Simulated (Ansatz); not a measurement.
Start from InAs in the zinc blende structure (space group F-43m, No. 216; a = 6.110 Å).

The values are results of r2SCAN (Ansatz, an electronic-structure program; PAW; 500 eV plane waves; no SOC), not measurements.

For the base:

The lattice parameter a is 6.110 Å.

One thing is altered: cell and atoms relaxed at a pressure of 4.5 GPa.

Q: Predict the new lattice parameter a.

A: The lattice parameter a decreases by 0.1351 Å, from 6.110 Å to 5.974 Å.

Load acts through the strain it causes; cell and atoms are relaxed under it. Whether these cells are dynamically stable was not tested. Tetrahedral semiconductors of this kind turn to denser phases somewhere between about 1 and 50 GPa; those were not computed, so compressed cells here can lie past the real transition.
